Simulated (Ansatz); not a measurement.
Consider O vacancy in monoclinic HfO2 strained by -1.5 % along x and y, z held, charge state +2. Method: PBE, PAW (plane waves to 420 eV; Ansatz, a program for electronic structure).

Cell of 96 host sites held at the strained lattice (strain from the relaxed PBE one, atoms relaxed); the Γ point alone; Fermi-Dirac width 0.01 eV, spin-restricted; finite-size errors left in. Static, classical nuclei. Spin-orbit coupling is left out. The charge state is imposed; whether it is stable for some Fermi level was not computed. Forms of the defect that were not tried may lie lower.

Barriers: single points on a 2×2×2 k-point mesh shifted by half a step at the bands' geometries.

The step: one O atom jumps into the vacancy from a nearby O site; the atom moves 1.92 Å along (-0.36, -0.08, -0.14) of the unit cell; from a vacant O site with 3 nearest neighbours to a vacant O site with 4 nearest neighbours; the moving atom starts with neighbours Hf at 2.09, Hf at 2.14, 2 Hf at 2.35; O at 2.56, O at 2.61, O at 2.68 Å and ends with Hf at 2.03, Hf at 2.07, Hf at 2.24 Å.

Task: What is the computed migration barrier of this step (PBE, PAW)?

Result: 0.87 eV forward and 0.14 eV backward. At the saddle the moving atom has neighbours 2 Hf at 1.98 Å. The saddle point's order was not checked.
